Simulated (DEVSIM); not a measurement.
Device: illuminated Ge n-on-p cell, one wavelength, with a back-surface field, at 300 K.

```
layer (left to right)  material  thickness (μm)  Nd (cm⁻³)  Na (cm⁻³)  τn (s)  τp (s)  absorption coefficient (cm⁻¹)
---------------------  --------  --------------  ---------  ---------  ------  ------  -----------------------------
1                            Ge           0.100     1.1e18          -  1.6e-7  2.4e-7                           1500
2                            Ge            20.0          -     4.7e16    8e-6    8e-6                           1500
3                            Ge           0.140          -     1.3e18    8e-6    8e-6                           1500
```

Left contact: ohmic, minority hole recombination velocity 4e5 cm/s. Right contact: ohmic, minority electron recombination velocity 50 cm/s. Voltage is applied to the left contact. Recombination: SRH at mid-gap, radiative, Auger. Light enters at the left, 4.6e17 photons cm⁻² s⁻¹, one pass, no reflection. Mobility is μmin + (μ − μmin)/(1 + (N/Nref)^α).

This is a model device: material constants are rounded textbook-type values typed into the input, and sizes, dopings and lifetimes were drawn at random. Values at 300 K; Nc and Nv go as T^1.5, mobilities as T to minus their exponent, the gap by Varshni's rule with the affinity fixed.

```tsv
parameter	Ge
gap (eV)	0.664
affinity (eV)	4
permittivity	16
Nc (cm⁻³)	1.04e19
Nv (cm⁻³)	6e18
μn (cm²/Vs)	3900
μp (cm²/Vs)	1900
μn,min	150
μp,min	100
Nref,n	2.6e17
Nref,p	4e17
αn	0.56
αp	0.6
T exponent of μn	1.66
T exponent of μp	2.33
B (cm³/s)	6.4e-14
Cn (cm⁶/s)	1e-31
Cp (cm⁶/s)	1e-31
Varshni α (eV/K)	0.000477
Varshni β (K)	235
```

Model (solved in DEVSIM): 1D drift-diffusion, Boltzmann statistics, complete ionisation; no tunnelling, impact ionisation, image-force lowering or self-heating.

Base results: potential step across the device at zero bias (V) 0.566; dark forward voltage at 1 A/cm² (V) 0.278; fill factor 0.65; dark forward voltage at 100 A/cm² (V) 0.408.

Task: What follows from this one change: recombination velocity at the left contact 400000 → 1e+07 cm/s?

Result: potential step across the device at zero bias little changed (0.566 V); dark forward voltage at 1 A/cm² 0.278 → 0.237 V; fill factor 0.65 → 0.60; dark forward voltage at 100 A/cm² 0.408 → 0.372 V.

Task: What follows from this one change: thickness of layer 2 20 → 60 μm?

Result: potential step across the device at zero bias little changed (0.566 V); dark forward voltage at 1 A/cm² little changed (0.278 V); fill factor little changed (0.65); dark forward voltage at 100 A/cm² 0.408 → 0.425 V.

Task: What follows from this one change: constant mobility in place of the doping-dependent one?

Result: potential step across the device at zero bias little changed (0.566 V); dark forward voltage at 1 A/cm² little changed (0.275 V); fill factor little changed (0.65); dark forward voltage at 100 A/cm² 0.408 → 0.403 V.
